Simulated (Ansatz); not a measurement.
Pd under a change: biaxial strain −2.00 %, plane normal [001], relaxed out of plane

Base system: Pd in the fcc (Cu type) structure (space group Fm-3m, No. 225; a = 3.910 Å; relaxed with 0.1 eV smearing). Axes: x, y, z lie along the cube axes.

Now apply this change: biaxial strain −2.00 %, plane normal [001], relaxed out of plane (Cartesian); in-plane vectors clamped, the third vector and the atoms free.

Level of theory: r2SCAN (Ansatz, a quantum-chemistry and plane-wave program; PAW; 500 eV plane waves; without spin-orbit coupling). Settings: 29×29×29 k-points, 0.1 eV Fermi–Dirac smearing.

The volume per atom shrinks by 0.15 Å³, from 14.95 Å³ to 14.80 Å³ and the space group becomes I4/mmm (No. 139) (base: Fm-3m (No. 225)). The shortest interatomic distance drops by 0.055 Å to 2.710 Å and the energy grows by 5.4 meV/atom. The pressure (mean of the normal stresses, compression positive) goes from zero to 2.1 GPa and the band gap stays zero. The out-of-plane strain amounts to +3.09 % and the ratio −ε⊥/ε∥ comes out as 1.54. The mean in-plane stress (compression positive) is +3.1 GPa.

Final structure (turned so that z lies along the plane normal):

```xyz
1
Lattice="2.7098 0.0000 0.0000 0.0000 2.7098 0.0000 1.3549 -1.3549 2.0156" Properties=species:S:1:pos:R:3 pbc="T T T"
Pd     0.0000     0.0000     0.0000
```

No phonon test of stability was made. All final runs are without spin polarisation. Pd has a high density of states at the Fermi level and may be magnetic at this level.
